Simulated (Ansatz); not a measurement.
# Pressure series in ZnSiP2

The reference is ZnSiP₂ in the chalcopyrite structure (space group I-42d, No. 122; a = 5.306 Å, c = 10.380 Å).

Cell and atoms are relaxed at each pressure.

Computed with LDA (Ansatz, a program for electronic structure; PAW; 420 eV plane waves; no spin-orbit coupling).

Candidates:
(a) pressure 22.5 GPa
(b) pressure 4.5 GPa
(c) pressure 9 GPa
(d) pressure −1 GPa
(e) pressure 0.9 GPa

Base values:

| Quantity | Value |
|---|---|
| Band gap | 1.11 eV |

Order them by band gap, highest first.

(d) pressure −1 GPa (1.14 eV), (e) pressure 0.9 GPa (1.09 eV), (b) pressure 4.5 GPa (1.02 eV), (c) pressure 9 GPa (0.93 eV), (a) pressure 22.5 GPa (0.70 eV)

Load acts through the strain it causes; cell and atoms are relaxed under it. No phonon test of stability was made. Competing high-pressure phases were not computed.
